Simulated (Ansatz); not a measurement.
Base system: Cs₂AgBiBr₆ (space group Fm-3m, No. 225).

```
CELL_PARAMETERS angstrom
      0.00000     5.59369     5.59369
      5.59369     0.00000     5.59369
      5.59369     5.59369     0.00000
ATOMIC_POSITIONS crystal
  Bi 0.00000 0.00000 0.00000
  Ag 0.50000 0.50000 0.50000
  Cs 0.25000 0.25000 0.25000
  Cs 0.75000 0.75000 0.75000
  Br 0.25391 0.74609 0.25391
  Br 0.25391 0.74609 0.74609
  Br 0.74609 0.25391 0.74609
  Br 0.74609 0.25391 0.25391
  Br 0.25391 0.25391 0.74609
  Br 0.74609 0.74609 0.25391
```

The values are results of Kohn–Sham DFT with the PBEsol functional, run in Ansatz (a first-principles code) with PAW and 420 eV plane waves, scalar-relativistic without spin-orbit coupling, not measurements.

Strains are applied to the cell and any free atomic positions relax.

One change was made to it. Results:

The pressure goes from zero to -1.83 GPa; the energy increases by 21 meV/atom; the hole mass changes from 0.17 mₑ along k, 0.69 mₑ across (at X) to 0.21 mₑ along k, 0.82 mₑ across (at X); the electron mass changes from 0.36 mₑ along k, 0.25 mₑ across (at L) to 0.34 mₑ along k, 0.25 mₑ across (at L).

Q: Which change produced these results?
A) isotropic strain +2.25 %
B) isotropic strain +0.75 %
C) isotropic strain +3.00 %

A: C, isotropic strain +3.00 %. For comparison, the energy relative to the base in the other runs: isotropic strain +2.25 % gives +12 meV/atom; isotropic strain +0.75 % gives +1.4 meV/atom.

With Bi present, leaving out spin-orbit coupling can change the band edges. The levels and masses belong to the bands next to the band gap. Effective masses come from finite differences of ±0.01 Å⁻¹. Along k means along the line from Γ to the band edge. No phonon test of stability was made.
